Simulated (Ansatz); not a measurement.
System: TiO2 (Pbca, No. 61). Method: PBE (Ansatz, an electronic-structure program, plane waves, PAW).

Numerical settings: plane-wave cutoff 520 eV, 8×4×6 k mesh (along the axes of the cell as run), no spin polarisation, scalar-relativistic PAW data made under PBE.

Computed at the level's own relaxed cell.

Elastic tensor (GPa, Voigt notation, ions relaxed):

```
  288.1   155.8   131.5     0.0     0.0     0.0
  155.8   284.4   138.0     0.0     0.0     0.0
  131.5   138.0   273.9     0.0     0.0     0.0
    0.0     0.0     0.0    67.1     0.0     0.0
    0.0     0.0     0.0     0.0    94.7     0.0
    0.0     0.0     0.0     0.0     0.0    93.4
```

Problem. Work out the Voigt, Reuss and Hill averages of the bulk and shear moduli, Young's modulus and Poisson's ratio from the printed constants.

Solution. K_V = [C11 + C22 + C33 + 2(C12 + C13 + C23)]/9 = [846.4 + 2 × 425.3]/9 = 188.6 GPa. G_V = [846.4 − 425.3 + 3 × 255.2]/15 = 79.1 GPa. From the compliances S = C⁻¹, K_R = 188.0 and G_R = 77.1 GPa. Hill means: K = 188.3, G = 78.1 GPa. E = 9KG/(3K + G) = 206 GPa, ν = (3K − 2G)/(6K + 2G) = 0.32, K/G = 2.41.

Note: the relaxation could not lower the start's symmetry, so the cell can be a saddle point above a distorted one.

Computed values are for the static lattice.
